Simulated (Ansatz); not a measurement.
A (5,5) gold nanotube has 10 atoms in a period of 2.744 Å, a mean diameter of 7.74 Å, and lies 98 meV/atom over the flat sheet relaxed at the same level.

These are PBE (plane waves to 420 eV, PAW; Ansatz, a quantum-chemistry and plane-wave program) values and carry that method's errors. Mesh 1×1×22. No spin polarisation. One-dimensional cell, images about 11 Å apart. A hypothetical model, rolled from the flat sheet. It keeps the symmetry and period of its start, so it need not be a minimum against all distortions. Values not marked SOC lack spin–orbit coupling.

Question: Which bending rigidity of the sheet does this imply in the thin-plate picture?

Answer: A plate bent to radius R stores D/(2R²) an area. The area an atom is π × 7.74 × 2.744/10 = 6.67 Å², so the stored energy is 0.098/6.67 = 0.0147 eV/Å². With R = 3.870 Å, D = 2R² × 0.0147 = 0.44 eV.
